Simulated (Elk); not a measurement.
Worked example: self-consistent single point of HfC (Fm-3m, 2 atoms in the cell) in Elk.

Method: Elk 10.2.4 with PBE, all-electron FP-LAPW, Elk's shipped species files, APW+lo basis with extra local orbitals.

The change in words: lattice scaled by 0.98. Reference geometry:
```
CELL_PARAMETERS angstrom
      0.00000     2.30602     2.30602
      2.30602     0.00000     2.30602
      2.30602     2.30602     0.00000
ATOMIC_POSITIONS crystal
  Hf 0.00000 0.00000 0.00000
  C  0.50000 0.50000 0.50000
```

Reference input (self-consistent single point, DFT, PBE, all-electron FP-LAPW, Elk's shipped species files, APW+lo basis with extra local orbitals): xctype = 20; rgkmax = 8; swidth = 0.00183747 Ha; ngridk = 10 10 10; gmaxvr = 16 1/bohr; nxlo = 2; lorbcnd = true; rmtscf = 0.89; lmaxi = 3; maxscl = 100. This run's input differs from it in these lines:

```diff
@@ -31,3 +31,3 @@
 scale
-  6.162778486
+  6.039523878
```

Log, with long lists cut:

```
│ Self-consistent loop started │
│ Loop number : 1 │
 total energy                :     -15127.2512534
│ Loop number : 2 │
 total energy                :     -15127.9048760
RMS change in Kohn-Sham potential (target) :    1.961793963     (  0.1000000000E-05)
Absolute change in total energy (target)   :   0.6536226284     (  0.1000000000E-03)
│ Loop number : 3 │
 total energy                :     -15127.3985062
RMS change in Kohn-Sham potential (target) :    1.935378387     (  0.1000000000E-05)
Absolute change in total energy (target)   :   0.3429641895     (  0.1000000000E-03)
│ Loop number : 4 │
   [... lines left out ...]
Absolute change in total energy (target)   :   0.1698739252E-03 (  0.1000000000E-03)
│ Loop number : 16 │
 total energy                :     -15136.1289934
RMS change in Kohn-Sham potential (target) :   0.6836995774E-06 (  0.1000000000E-05)
Absolute change in total energy (target)   :   0.1609188730E-03 (  0.1000000000E-03)
│ Loop number : 17 │
 total energy                :     -15136.1289855
RMS change in Kohn-Sham potential (target) :   0.2084745141E-06 (  0.1000000000E-05)
Absolute change in total energy (target)   :   0.4813669148E-04 (  0.1000000000E-03)
Convergence targets achieved

│ Loop number : 18 │

Energies :
 Fermi                       :     0.482752269458
 total energy                :     -15136.1289780

Density of states at Fermi energy :    8.241819566
 (states/Hartree/unit cell)

Estimated indirect band gap :   0.4151797330E-02
 from k-point     31 to k-point      7
Estimated direct band gap   :   0.2526196463E-01
 at k-point     29

Charges :
 core                        :    48.00000000
 valence                     :    30.00000000
 interstitial                :    3.247632687
 muffin-tins (core leakage)
  species :    1 (Hf)
   atom    1                 :    69.98762770     (  0.3610783061E-05)
  species :    2 (C)
   atom    1                 :    4.764739616     (  0.2068955330E-04)
 total in muffin-tins        :    74.75236731
 total calculated charge     :    77.99493613
 total charge                :    78.00000000
 error                       :   0.5063870174E-02

│ Self-consistent loop stopped │
```

The run converged in 18 iterations. The count includes the last loop, which Elk runs after its targets are met. Against the reference run the free energy goes up by 70.4 meV/atom.

The starting cell comes from a database of computed structures (which also holds hypothetical and non-ambient phases and stackings), without a prior relaxation at this level. Its lattice was rescaled by a random factor within 2.5 % of one. For this run, on top of that: lattice scaled by 0.98. Spin-orbit coupling is off. Values depend on the basis (sphere radii, cutoffs, local orbitals), which need not be converged. The log's line on a gap gives a spacing of levels on this mesh, which the program prints for metals too.
